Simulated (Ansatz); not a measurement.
Take ZnSe in the zinc blende structure (space group F-43m, No. 216; a = 5.733 Å) as the base.

Computed with PBE in Ansatz (plane waves to 420 eV, PAW, without spin-orbit coupling).

Base values:

- Electron mass: 0.090 mₑ (at Γ)
- Gap character: direct at Γ

Now apply this change: every lattice vector is shortened by 1.54 %; the atoms relax in the strained cell.

Problem. What does the calculation give for the mean gap deformation potential ΔEg/Δln V, energy relative to the base, electron mass and gap character after the change?

Solution. The mean gap deformation potential ΔEg/Δln V comes out as -4.0 eV; the energy increases by 9.4 meV/atom; the electron mass changes from 0.090 mₑ (at Γ) to 0.099 mₑ (at Γ); the gap character remains direct at Γ.

Effective masses come from finite differences of ±0.01 Å⁻¹. No phonon test of stability was made.

Ansatz is an electronic-structure program.
